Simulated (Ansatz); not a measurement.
Abridged Ansatz (a first-principles code) output:

```
Relaxation: its limit of steps is 60 (relax.max_steps)
Pseudopotential: Ge, paw, valence charge 14
Pseudopotential: Pd, paw, valence charge 18
Crystal: 9 atoms, lattice volume = 130.215 Å³
Basis set: ecut = 420 eV, 2531 PW (Γ), exchange–correlation on 90×90×48 points (8 copies of the dense FFT grid, shifted against one another)
Bands: 90, of which v1, the nominal top of the filled ones, is band 75 counted from 1 (74 counted from 0)
Symmetry: 12 space group operations
k-points: 80 of 896 (time reversal used)
Functional: x = pbesol(κ = 0.804, μ = 0.12345679012345678), c = pbesol(β = 0.046)
SCF iter   1: F=—  HF=-54219.605748 eV  |F-HF|=—  |Δ(HF+E_count)|=         —  Δρ=1.91e-1  dr2=6.11e1  ethr=3.10e-3  ⟨swp⟩=5.5  Hψ=26322  notcnv=0  defer=89
SCF iter   2: F=—  HF=-54209.313528 eV  |F-HF|=—  |Δ(HF+E_count)|=    1.03e1  Δρ=8.72e-2  dr2=1.42e1  ethr=3.10e-3  ⟨swp⟩=2.1  Hψ=14469  notcnv=0  defer=590
SCF 1 converged in 10 iterations: F = -54205.968032 eV  dr2 = 7.18e-8
relax step   1: F+E_penalty+E_count = -54205.96803152 eV  Δ(F+E_penalty+E_count) = +0.000e0 eV  max|allowed force component| = 7.563e-4 eV/Å  Δτ_max = 0.0000 Å  P = +3.008 GPa  Ω = 130.215 Å³  (10 SCF iters, dr2 threshold 1.00e-7 eV, accepted)
[... steps on the carried basis left out ...]
relax step   8: F+E_penalty+E_count = -54205.88642814 eV  Δ(F+E_penalty+E_count) = +1.009e-3 eV  max|allowed force component| = 1.311e-4 eV/Å  Δτ_max = 0.0000 Å  P = +7.008 GPa  Ω = 127.583 Å³  stress off target by 8.10e-3 GPa  SCF on the basis re-selected at this cell (its energy is not comparable with the rows above)  (6 SCF iters)
SCF converged after 6 iterations
Free energy (F): -54205.886428 eV
Internal energy: -54205.867781 eV  (E = F + TS)
E sigma→0 (E₀):  -54205.877105 eV
Entropy (-TS):   -0.018647 eV (-2.072 meV/atom)
Fermi energy:    19.187169 eV
--- Forces (eV/Å), atoms counted from 1 ---
  atom   1  Ge    -0.00000000     0.00000000     0.00000000
  atom   2  Ge     0.00000000     0.00000000     0.00000000
[...]
  atom   5  Pd    -0.00001962    -0.00003398     0.00000000
  atom   6  Pd    -0.00001962     0.00003398     0.00000000
  atom   7  Pd     0.00006556    -0.00011355     0.00000000
  atom   8  Pd    -0.00013111    -0.00000000     0.00000000
  atom   9  Pd     0.00006556     0.00011355     0.00000000
--- Stress (GPa, compression-positive) ---
        7.008102       0.000000       0.000000
        0.000000       7.008102       0.000000
        0.000000       0.000000       7.007626
  P = ⅓ Tr σ = 7.0079 GPa (70.079 kbar)
--- Relaxed structure (7 steps of the walk, 7 accepted, 1 SCFs on fresh bases) ---
  cell:  # Å, volume = 127.5834 Å³
    - [6.690344636032419, 2.885609328139158e-11, 0.0]
    - [-3.3451723180412, 5.794008414862601, 0.0]
    - [0.0, 0.0, 3.2912938168054606]
  atoms:
    - { symbol: Ge, position: [0.6666666666666667, 0.3333333333333333, 0.0] }
    - { symbol: Ge, position: [0.33333333333333337, 0.6666666666666669, 0.0] }
    - { symbol: Ge, position: [3.0700231629002425e-20, -5.195866033037026e-21, 0.5] }
    - { symbol: Pd, position: [0.6117010831234247, -1.7366564872084184e-20, 0.5] }
    - { symbol: Pd, position: [0.3882989168765756, 0.38829891687657553, 0.5] }
    - { symbol: Pd, position: [5.551115123125783e-17, 0.6117010831234246, 0.5] }
    - { symbol: Pd, position: [-2.7755575615628914e-17, 0.27349212261170774, 0.0] }
    - { symbol: Pd, position: [0.27349212261170774, -3.57765621471995e-20, 0.0] }
    - { symbol: Pd, position: [0.7265078773882923, 0.7265078773882921, 0.0] }
```

What was computed, and what are the main results?

Pd2Ge, 9 atoms in the cell, with DFT with PBEsol, PAW potentials and a 420 eV plane-wave cutoff in Ansatz, no SOC, earlier PAW set, from a series relaxed to a target (pressure 7 GPa). The last SCF converged to F = -54205.886428 eV, or -6022.8763 eV per atom, at a pressure of 7.01 GPa. The total energy compares only with runs of the same code, potentials and settings.

Load acts through the strain it causes; cell and atoms are relaxed under it. Stability against distortions was not tested. Competing high-pressure phases were not computed. The final runs are not spin-polarised. The cell was made from Pd2Ge (space group P-62m, No. 189; a cell from a computed database, its experimental status unchecked) by this change: pressure 7 GPa.

Keys are those of Ansatz 0.2.
